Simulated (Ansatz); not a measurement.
Structure of amorphous Ti20O41Ba (periodic cell):

```yaml
crystal:
  lattice:
    - [9.25546, 0.19208, -0.10486]
    - [0.19208, 9.28307, 0.27356]
    - [-0.10486, 0.27356, 9.05737]
  atoms:
    - { symbol: Ti, position: [0.10018, 0.69072, 0.83217] }
    - { symbol: Ti, position: [0.71940, 0.60915, 0.79808] }
    - { symbol: Ti, position: [0.92215, 0.30017, 0.72682] }
    - { symbol: Ti, position: [0.86253, 0.70923, 0.12354] }
    - { symbol: Ti, position: [0.88498, 0.91745, 0.63427] }
    - { symbol: Ti, position: [0.99220, 0.61947, 0.49972] }
    - { symbol: Ti, position: [0.02003, 0.22132, 0.41219] }
    - { symbol: Ti, position: [0.59159, 0.74698, 0.51983] }
    - { symbol: Ti, position: [0.34725, 0.63265, 0.34736] }
    - { symbol: Ti, position: [0.21667, 0.91813, 0.42629] }
    - { symbol: Ti, position: [0.32982, 0.30518, 0.13697] }
    - { symbol: Ti, position: [0.25995, 0.40742, 0.59848] }
    - { symbol: Ti, position: [0.52713, 0.27742, 0.89116] }
    - { symbol: Ti, position: [0.31751, 0.86519, 0.04566] }
    - { symbol: Ti, position: [0.00203, 0.06533, 0.11535] }
    - { symbol: Ti, position: [0.59283, 0.39058, 0.59140] }
    - { symbol: Ti, position: [0.59081, 0.91165, 0.88764] }
    - { symbol: Ti, position: [0.93724, 0.37527, 0.06050] }
    - { symbol: Ti, position: [0.60487, 0.47031, 0.23462] }
    - { symbol: Ti, position: [0.20887, 0.04723, 0.77283] }
    - { symbol: O, position: [0.58975, 0.47250, 0.82987] }
    - { symbol: O, position: [0.56987, 0.64784, 0.32162] }
    - { symbol: O, position: [0.89689, 0.66162, 0.33071] }
    - { symbol: O, position: [0.57910, 0.76598, 0.72737] }
    - { symbol: O, position: [0.34096, 0.26046, 0.94056] }
    - { symbol: O, position: [0.26800, 0.71703, 0.93619] }
    - { symbol: O, position: [0.72413, 0.26705, 0.69589] }
    - { symbol: O, position: [0.12211, 0.35904, 0.11712] }
    - { symbol: O, position: [0.93261, 0.11215, 0.55607] }
    - { symbol: O, position: [0.41681, 0.51942, 0.53192] }
    - { symbol: O, position: [0.72392, 0.73199, 0.96262] }
    - { symbol: O, position: [0.06749, 0.82120, 0.49659] }
    - { symbol: O, position: [0.78473, 0.50106, 0.13970] }
    - { symbol: O, position: [0.00789, 0.64671, 0.01769] }
    - { symbol: O, position: [0.17250, 0.56726, 0.42602] }
    - { symbol: O, position: [0.62881, 0.34413, 0.39514] }
    - { symbol: O, position: [0.25021, 0.02941, 0.57899] }
    - { symbol: O, position: [0.51399, 0.86633, 0.07907] }
    - { symbol: O, position: [0.16403, 0.54865, 0.71533] }
    - { symbol: O, position: [0.55541, 0.32987, 0.09388] }
    - { symbol: O, position: [0.90936, 0.70120, 0.69095] }
    - { symbol: O, position: [0.77199, 0.95534, 0.77469] }
    - { symbol: O, position: [0.07478, 0.89706, 0.77085] }
    - { symbol: O, position: [0.38592, 0.49169, 0.21665] }
    - { symbol: O, position: [0.88773, 0.45250, 0.85033] }
    - { symbol: O, position: [0.38778, 0.96289, 0.84406] }
    - { symbol: O, position: [0.25716, 0.79857, 0.23652] }
    - { symbol: O, position: [0.61392, 0.10035, 0.94000] }
    - { symbol: O, position: [0.09932, 0.06041, 0.30776] }
    - { symbol: O, position: [0.95538, 0.40651, 0.54779] }
    - { symbol: O, position: [0.19905, 0.29541, 0.45212] }
    - { symbol: O, position: [0.88260, 0.91533, 0.13342] }
    - { symbol: O, position: [0.39941, 0.80801, 0.46918] }
    - { symbol: O, position: [0.92224, 0.19993, 0.96643] }
    - { symbol: O, position: [0.69692, 0.56946, 0.58483] }
    - { symbol: O, position: [0.43269, 0.29328, 0.67923] }
    - { symbol: O, position: [0.16429, 0.01143, 0.01290] }
    - { symbol: O, position: [0.89855, 0.23581, 0.23852] }
    - { symbol: O, position: [0.36770, 0.14599, 0.23869] }
    - { symbol: O, position: [0.72389, 0.88185, 0.48866] }
    - { symbol: O, position: [0.12160, 0.23285, 0.74536] }
    - { symbol: Ba, position: [0.63742, 0.07554, 0.25401] }
```

Methods: PBE, scalar-relativistic without spin-orbit coupling (Ansatz, a program for electronic structure); r2SCAN, scalar-relativistic without spin-orbit coupling (Ansatz); HSE06, scalar-relativistic without spin-orbit coupling (Ansatz). Neutral PBE cell, which sets geometry, pressure and energy: sampling: a 2×2×2 Γ-centred mesh; Fermi-Dirac width 0.02 eV; no spin polarisation. Exact exchange is cut at the faces of this 9 Å cell, which leaves hybrid gaps a finite-size error.

It comes from a melt-quench run on a machine-learned potential (CHGNet), relaxed afterwards by DFT. O atoms were pushed apart under 1.9 Å during the dynamics, to hinder bonds among them. The hot cell started wider than the set density and was brought back towards it in steps. It is the lowest in DFT energy of 2 quenches. It is a model cell: composition and starting density were chosen by hand, and all elements were melted together. No dispersion term was used. Its density started from a set value of 3.74 and ended at 3.74 g/cm³. The simulated quench (nominally 240 K/ps over its main leg) is rapid and tends to freeze in more defects than a deposited or slowly cooled glass has. One small periodic cell is one sample of the glass; other quenches scatter about these values. The volume was held where the preparation left it and the shape relaxed.

### Question
Give the pressure and the spacing of the highest filled and lowest empty levels.

### Answer

The pressure on a 2×2×2 Γ-centred mesh is -2.9 kbar. The largest force and stress component on that mesh (the relaxation ran on the zone centre alone) is 0.09 eV/Å and 0.3 GPa and the gap on a 2×2×2 Γ-centred mesh (PBE) comes out as 2.62 eV. The gap at the zone centre (PBE) is 2.70 eV and the gap at the zone centre (r2SCAN) is 3.03 eV. The gap at the zone centre (HSE06) comes out as 4.21 eV. The distance between the nearest levels spread over more than a fifth of the atoms or a third of the atoms of their main element (six at least) (PBE, zone centre) comes out as 2.70 eV.

### Question
At PBE and the zone centre, how localised are the states just below and above the Fermi level (participation number: the atoms over which a state spreads)?

### Answer
The highest filled state is spread over 15.9 atoms' worth, largest on O46, with weights by element (charge in smoothed Voronoi cells) O 0.92, Ti 0.08, Ba 0.00. The lowest empty state is spread over 17.7 atoms' worth, largest on Ti7, with weights by element (charge in smoothed Voronoi cells) Ti 0.80, O 0.20, Ba 0.00.

Cut-offs for bonds: Ti-Ti 3.12 Å, Ti-O 2.64 Å, Ti-Ba 3.93 Å, O-O 1.58 Å, O-Ba 3.37 Å, Ba-Ba 4.73 Å. Two cations that share two anions don't count as bonded, nor two that share one unless they lie closer than Ti-Ti 3.04 Å, Ti-Ba 3.82 Å, Ba-Ba 4.60 Å.

Added carriers, by PBE, scalar-relativistic without spin-orbit coupling run with Ansatz on the zone centre alone. Charged cells keep the cell fixed and stand in a uniform background, with no image correction, at a width of 0.01 eV; where the count is odd the moment is locked at 1 μB, unless the neutral cell bore moments. Each starts from the undistorted neutral geometry alone. PBE's self-interaction favours spread-out carriers, so it can miss traps that a hybrid finds.

### Question
What happens at PBE when the cell takes an extra electron and the atoms relax?

### Answer
Relaxation lowers the charged cell by 0.10 eV. The largest moves are O61 0.14 Å, Ti7 0.11 Å, Ti3 0.09 Å, O54 0.09 Å. The level that holds the added charge spreads over 6.5 atoms' worth, most on Ti3 (weight 0.33): a partly localised carrier. No bond crosses its cut-off with a change of over 0.15 Å (metal-metal contacts aside). Made neutral again at that geometry, the cell lies +0.24 eV from the neutral start.

### Question
What happens at PBE when the cell takes a hole and the atoms relax?

### Answer
Relaxation lowers the charged cell by 0.09 eV. The largest moves are O25 0.08 Å, O32 0.05 Å, O35 0.05 Å, Ti17 0.04 Å. The level that was emptied spreads over 14.4 atoms' worth, most on O51 (weight 0.14): a carrier spread over the cell. No bond crosses its cut-off with a change of over 0.15 Å (metal-metal contacts aside). Made neutral again at that geometry, the cell lies +0.13 eV from the neutral start.
